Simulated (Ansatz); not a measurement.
**SrInHO₂ (model structure, started from the SrVO2H type, P4/mmm, No. 123, 5 atoms in the cell)**

Level of theory: LDA (Ansatz, an electronic-structure program, PAW).

Settings: plane-wave cutoff 520 eV, 8×8×10 k mesh (along the axes of the cell as run), Fermi–Dirac smearing 0.01 eV, scalar-relativistic PAW data made under PBE.

Cell (relaxed at this level):

```
InSrHO2
1.0
    4.20338     0.00000     0.00000
    0.00000     4.20338     0.00000
    0.00000     0.00000     3.66992
Sr In O H
1 1 2 1
Direct
  0.50000   0.50000   0.50000
  0.00000   0.00000   0.00000
  0.50000   0.00000   0.00000
  0.00000   0.50000   0.00000
  0.00000   0.00000   0.50000
```

```yaml
band_gap: 0.76 eV (on the SCF k mesh)
"Γ–Γ gap": 5.05 eV
bulk_modulus: 118 GPa
```

Note: the bulk modulus is −V dP/dV from two relaxed cells at ±2 % in volume; the relaxation could raise the start's symmetry but not lower it, so the cell can be a saddle point.

Spin–orbit coupling is not included.

A model structure was made by putting elements into a prototype or built by hand; it is no filed structure, need not be a known phase, and can be a saddle point held by its symmetry.
